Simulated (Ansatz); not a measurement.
Ti: pressure series

Take Ti in the hcp (Mg type) structure (space group P6_3/mmc, No. 194; a = 2.939 Å, c = 4.650 Å) as the base.

Cell and atoms are relaxed at each pressure.

Method: PBE (Ansatz, an electronic-structure program, PAW, spin-orbit coupling left out), earlier PAW set.

Notes on the quantities. enthalpy: H = E + PV relative to the base's energy.

```csv
case,volume per atom,enthalpy
base,17.39 Å³,–
pressure −2 GPa,17.71 Å³,-0.22 eV/atom
pressure −1 GPa,17.55 Å³,-0.11 eV/atom
pressure 3 GPa,16.95 Å³,+0.32 eV/atom
pressure 7 GPa,16.43 Å³,+0.74 eV/atom
pressure 15 GPa,15.58 Å³,+1.54 eV/atom
pressure 30 GPa,14.35 Å³,+2.93 eV/atom
pressure 50 GPa,13.16 Å³,+4.65 eV/atom
pressure 75 GPa,12.04 Å³,+6.61 eV/atom
pressure 100 GPa,11.11 Å³,+8.41 eV/atom
```

Load acts through the strain it causes; cell and atoms are relaxed under it. Stability against distortions was not tested. No other phases were tried under pressure. The final runs are not spin-polarised.
